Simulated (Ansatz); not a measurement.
Take InAgTe$_{2}$ in the chalcopyrite structure (space group I-42d, No. 122) as the base.

```yaml
crystal:
  lattice:
    - [-3.28433, 3.28433, 6.49971]
    - [3.28433, -3.28433, 6.49971]
    - [3.28433, 3.28433, -6.49971]
  atoms:
    - { symbol: In, position: [0.50000, 0.50000, 0.00000] }
    - { symbol: In, position: [0.25000, 0.75000, 0.50000] }
    - { symbol: Te, position: [0.37500, 0.36941, 0.49441] }
    - { symbol: Te, position: [0.63059, 0.12500, 0.00559] }
    - { symbol: Te, position: [0.87500, 0.88059, 0.50559] }
    - { symbol: Te, position: [0.11941, 0.62500, 0.99441] }
    - { symbol: Ag, position: [0.00000, 0.00000, 0.00000] }
    - { symbol: Ag, position: [0.75000, 0.25000, 0.50000] }
```

Cartesian axes are those of the cell as printed.

Calculations: PBE in Ansatz (plane waves to 420 eV, PAW, scalar-relativistic without spin-orbit coupling).

Modification: every lattice vector is shortened by 3.00 %, atoms relaxed at fixed cell.

Problem. Predict the stress tensor and what it implies for the stiffness.

Solution. Stress of the strained cell less that of the base (GPa, compression positive):
```
   4.23    0.00    0.00
   0.00    4.23    0.00
   0.00    0.00    4.22
```

Then B = −ΔP/(ΔV/V₀) with ΔV/V₀ = -0.0873 gives secant stiffness values (nonlinear terms included at this strain): B (at held cell shape, above the free-shape value) ≈ 48 GPa.

As a check, the harmonic strain energy −½ V₀ Δσ:ε is 42 meV/atom; the computed energy rise is 37 meV/atom.

Whether these cells are dynamically stable was not tested.

Ansatz is a program for electronic structure.
